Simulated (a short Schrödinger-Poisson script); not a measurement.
# Symmetric double-gate stack, SiO2 on p-type Si(100)

Stack: symmetric double-gate stack, SiO2 on p-type Si(100), at 300 K.

| layer | material | thickness (nm) | Na (cm⁻³) |
|---|---|---|---|
| 1 | SiO2 | 1.5 | - |
| 2 | Si | 8 | 1e18 |
| 3 | SiO2 | 1.5 | - |

The device is made up for the run: typed textbook-type constants, with dimensions and the other settings drawn at random. SiO2: permittivity 3.9, conduction-band edge (eV) 3.15, gap (eV) 9, electron mass (mₑ) 0.5. Si: permittivity 11.7, conduction-band edge (eV) 0, gap (eV) 1.124, Nv at 300 K (cm⁻³) 3.1e19.

Channel valleys (confinement mass, in-plane density-of-states mass, number): Δ2 0.916, 0.19, 2; Δ4 0.19, 0.417, 4. At the gates, both at one voltage, the conduction-band edge of layer 1 lies 3.57 eV − eVg above the Fermi level of the channel. Gaps are held at their typed values at every temperature. Mesh 0.03 nm at interfaces.

Solved with a short Schrödinger-Poisson script written for these runs: 1D Poisson equation in equilibrium, electrons quantum, Hartree (BenDaniel-Duke, 12 states a valley, the channel's in-plane mass for all, wave functions ending at the dielectric), parabolic valleys, classical holes, full ionisation, no traps, pinning or gate leakage.

```
Vg (V)  electrons (cm⁻²)  C (μF/cm²)  Δ2 E0 (meV)  Δ2 E1 (meV)  Δ4 E0 (meV)  Δ4 E1 (meV)
------  ----------------  ----------  -----------  -----------  -----------  -----------
0.1               1.04e7     < 0.003        364.9        382.3        389.5        480.4
0.2               4.99e8     0.00315        265.0        282.3        289.5        380.4
0.3              2.28e10       0.138        166.1        183.4        190.7        281.5
0.4              4.60e11        1.50         88.5        104.4        113.3        202.6
0.5              1.76e12        2.49         53.7         65.8         79.3        164.6
0.6              3.44e12        2.87         35.4         43.8         63.0        144.0
0.7              5.30e12        3.08         22.4         28.1         53.2        130.2
0.8              7.28e12        3.23         11.8         15.6         46.5        120.1
0.9              9.33e12        3.33          2.4          5.0         41.6        112.1
1                1.14e13        3.41         -6.0         -4.3         37.7        105.6
1.1              1.36e13        3.48        -13.9        -12.7         34.5        100.1
```

Subbands count from the Fermi level. The capacitance is that of both gates.
